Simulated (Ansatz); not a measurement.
**Several settings converged on a (001) slab of Ti (cut from a parent of space group no. 194; 4 atoms in the cell)**

```
Ti
1.0
    2.93525     0.00000     0.00000
   -1.46762     2.54200     0.00000
    0.00000     0.00000    20.98479
Ti
4
Cartesian
  1.46763   0.84733   9.32818
  0.00000   1.69467   7.00000
  1.46763   0.84733  13.98479
  0.00000   1.69467  11.65661
```

Base method: LDA (PW92), default PAW files made with PBE (plane waves; Ansatz, a quantum-chemistry and plane-wave program).

Base settings: basis.ecutwfc = 420 eV; kpoints.mp_grid.grid = 12 12 1; hamiltonian.xc = lda; hamiltonian.pseudopotentials = {kind: paw} (the program's default PAW files); scf.occupations.method = fermi_dirac; scf.occupations.width = 0.1 eV.

The count of work is k-points × plane waves × bands × iterations; it is no time. 

**The vacuum**

The mesh stays at the base's, so the ladder's end is converged at best in this setting alone.

Only quantities that move along the ladder and can be compared are tabulated.

```csv
vacuum between outermost atoms (Å),free energy less the last step's (meV/atom),largest difference of a force vector from the last step's (eV/Å),count of work / last
3.0,-379.14,1.396,0.24
4.0,-148.44,0.847,0.26
5.0,-46.41,0.343,0.32
6.0,-11.75,0.124,0.35
7.0,-2.12,0.035,0.38
8.0,-0.24,0.012,0.41
10.0,0.01,0.001,0.46
12.0,0.00,0.000,0.51
14.0,0.00,0.000,0.57
17.0,0.00,0.000,0.65
20.0,0.00,0.000,0.73
25.0,-0.01,0.000,0.86
30.0,0.00,0.000,1.0
```

Smallest vacuum between outermost atoms (Å) that holds the free energy within 1 meV/atom of the last step, with all finer ones: 8.0, at 0.41 of the last step's count of work; the step before is off by 2.1 meV/atom.

Smallest vacuum between outermost atoms (Å) that holds the forces within 0.02 eV/Å of the last step, with all finer ones: 8.0, at 0.41 of the last step's count of work; the step before is off by 0.035 eV/Å.

**The plane-wave cutoff**

The mesh stays at the base's, so the ladder's end is converged at best in this setting alone.

Only quantities that move along the ladder and can be compared are tabulated.

```csv
basis.ecutwfc,free energy less the last step's (meV/atom),largest difference of a force vector from the last step's (eV/Å),count of work / last
210 eV,3950.29,0.271,0.14
250 eV,1087.43,0.149,0.16
295 eV,202.67,0.008,0.20
355 eV,12.18,0.003,0.28
420 eV,0.87,0.000,0.35
505 eV,0.57,0.000,0.48
630 eV,0.25,0.000,0.65
840 eV,0.00,0.000,1.0
```

Coarsest basis.ecutwfc that holds the forces within 0.01 eV/Å of the last step, with all finer ones: 295 eV, at 0.20 of the last step's count of work; the step before is off by 0.15 eV/Å.

Coarsest basis.ecutwfc that holds the free energy within 5 meV/atom of the last step, with all finer ones: 420 eV, at 0.35 of the last step's count of work; the step before is off by 12 meV/atom.

**The depth of the slab**

On a (001) slab of Ti (cut from a parent of space group no. 194; 2 atoms in the cell), and deeper slabs.

Surface energy = (E_slab − N e_bulk)/2A, with e_bulk from the bulk crystal on its finest mesh (520 k-points); errors per atom of slab and bulk, whose meshes differ, grow with N. The bulk cell stands at -8.3 GPa at this level, so the slab is strained in the plane.

The mesh stays at the base's, so the ladder's end is converged at best in this setting alone.

Only quantities that move along the ladder and can be compared are tabulated.

| atoms | unrelaxed surface energy (J/m²) | count of work / last |
|---|---|---|
| 2 | 2.281 | 0.076 |
| 4 | 2.326 | 0.18 |
| 6 | 2.324 | 0.33 |
| 8 | 2.325 | 0.51 |
| 10 | 2.325 | 0.73 |
| 12 | 2.325 | 1.0 |

Smallest size that holds the unrelaxed surface energy within 0.02 J/m² of the last step, with all finer ones: 4, at 0.18 of the last step's count of work; the step before is off by 0.044 J/m².

On the base run: the starting cell has typed, rounded lattice constants, without a prior relaxation at this level. The slab is cut from that crystal, and its faces are unrelaxed. Its lattice was rescaled by up to half a per cent. Spin polarisation is off.

Left out of this page: 1 run of the series outside the window shown, repeating another row's setting, or not comparable.

Keys are those of Ansatz 0.2.
